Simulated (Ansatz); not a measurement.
Take MoTe2 (space group P6_3/mmc, No. 194; a = 3.434 Å, c = 13.329 Å; layered, stacked along the Cartesian z axis) as the base. Axes: x lies along a and z along c of the hexagonal cell.

Calculations: PBEsol-D3(BJ) (Ansatz, an electronic-structure program, PAW, no SOC).

Strains are applied to the cell and any free atomic positions relax.

One change was made to it. Results:

The band gap becomes zero (base: 0.33 eV); the pressure (mean of the normal stresses, compression positive) goes from zero to 1.5 GPa; the largest internal atomic displacement is 0.033 Å; the energy rises by 4.7 meV/atom; the shortest interatomic distance shrinks by 0.007 Å (2.688 Å → 2.681 Å).

Which change produced these results?
A) uniaxial strain ε_zz = −3.00 %
B) uniaxial strain ε_zz = −1.20 %
C) uniaxial strain ε_zz = −2.40 %
D) uniaxial strain ε_zz = −1.80 %

C, uniaxial strain ε_zz = −2.40 %. For comparison, the energy relative to the base in the other runs: uniaxial strain ε_zz = −1.20 % gives +1.1 meV/atom; uniaxial strain ε_zz = −3.00 % gives +7.5 meV/atom; uniaxial strain ε_zz = −1.80 % gives +2.6 meV/atom.

The mesh was chosen for an insulator and is coarse for the gapless case. Spin-orbit coupling, missing from the scalar runs, can matter with Te. No phonon test of stability was made. All final runs are without spin polarisation. Gaps under 0.05 eV, about the width of the smearing, are given as zero. The zero or small gap of MoTe2 under uniaxial strain ε_zz = −2.40 %, MoTe2 under uniaxial strain ε_zz = −1.20 %, MoTe2 under uniaxial strain ε_zz = −3.00 % and MoTe2 under uniaxial strain ε_zz = −1.80 % can change with the level of theory.
